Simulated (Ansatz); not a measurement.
Consider CaO in the rock salt structure (space group Fm-3m, No. 225; a = 4.767 Å). Axes: x, y, z lie along the cube axes.

Structures relaxed with PBEsol in Ansatz (plane waves to 420 eV, PAW, without spin-orbit coupling).

Base:

Simulated powder pattern, Cu Kα1, λ = 1.54056 Å (kinematic, ideal powder, no thermal factors, no anomalous dispersion; the 10 strongest lines at most, above 2 %, up to 2θ = 90°):

| 2θ (°) | I/Imax (%) | hkl |
|---|---|---|
| 32.50 | 38 | (111) |
| 37.71 | 100 | (200) |
| 54.39 | 58 | (220) |
| 64.81 | 16 | (311) |
| 68.08 | 17 | (222) |
| 80.53 | 7.6 | (400) |
| 89.55 | 7.0 | (331) |

After one change:

Simulated powder pattern, Cu Kα1, λ = 1.54056 Å (kinematic, ideal powder, no thermal factors, no anomalous dispersion; the 10 strongest lines at most, above 2 %, up to 2θ = 90°):

```
2θ (°)  I/Imax (%)
------  ----------
32.62           57
37.71          100
38.10           48
54.39           29
54.69           57
64.88           16
65.41          7.7
68.34           26
80.53          7.6
81.51          3.7
```

Question: Which change produced these results?
A) uniaxial strain ε_zz = +1.00 %
B) uniaxial strain ε_zz = +2.00 %
C) uniaxial strain ε_zz = −1.00 %
D) uniaxial strain ε_zz = −3.00 %

Answer: C, uniaxial strain ε_zz = −1.00 %. Its volume per atom is 13.41 Å³ against 13.54 Å³, and its space group is I4/mmm (No. 139).

Whether these cells are dynamically stable was not tested.

Ansatz is a quantum-chemistry and plane-wave program.
